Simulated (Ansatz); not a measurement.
A computed series for BAs: pressure series

The reference is BAs in the zinc blende structure (space group F-43m, No. 216; a = 4.7322 Å).

Cell and atoms are relaxed at each pressure.

Calculations: LDA/PAW in Ansatz (an electronic-structure program), no spin-orbit coupling.

Candidates:
(a) pressure 30 GPa
(b) pressure 4.5 GPa
(c) pressure −2 GPa
(d) pressure 0.9 GPa

Before the change:

Smallest direct gap: 3.29 eV

Problem. Order them by smallest direct gap, lowest first.

Solution. (c) pressure −2 GPa (3.27 eV), (d) pressure 0.9 GPa (3.30 eV), (b) pressure 4.5 GPa (3.33 eV), (a) pressure 30 GPa (3.51 eV)

Load acts through the strain it causes; cell and atoms are relaxed under it. Whether these cells are dynamically stable was not tested. No other phases were tried under pressure.
